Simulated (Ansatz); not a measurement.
Start from ZnSe in the zinc blende structure (space group F-43m, No. 216; a = 5.6333 Å).

Level of theory: DFT with PBEsol, PAW potentials and a 420 eV plane-wave cutoff in Ansatz (a quantum-chemistry and plane-wave program), no spin-orbit coupling.

Before the change:

The valley order is Γ 1.24 eV; L along ⟨111⟩ 2.48 eV and the pressure is 0.00 GPa. The hole mass is 0.096, 0.58, 0.58 mₑ (at Γ).

The change: the cell is scaled by 1.0050 in all directions, atoms relaxed at fixed cell.

Problem. What happens to the energy relative to the base?

Solution. The energy goes up by 1.0 meV/atom.

Problem. How does this affect the valley order?

Solution. The valley order (the lowest conduction-band minima on the path, energy above the VBM, named in the base's zone) becomes Γ 1.18 eV; L along ⟨111⟩ 2.45 eV (base: Γ 1.24 eV; L along ⟨111⟩ 2.48 eV).

Problem. How does this affect the pressure?

Solution. The pressure goes from zero to -0.94 GPa.

Problem. Estimate the effect on the hole mass.

Solution. The hole mass (degenerate bands, along [100]) becomes 0.093, 0.59, 0.59 mₑ (at Γ) (base: 0.096, 0.58, 0.58 mₑ (at Γ)).

The levels and masses belong to the bands next to the band gap. The cells carry an imposed strain or load. Masses are band curvatures over ±0.01 Å⁻¹ around the edge. Stability against distortions was not tested.
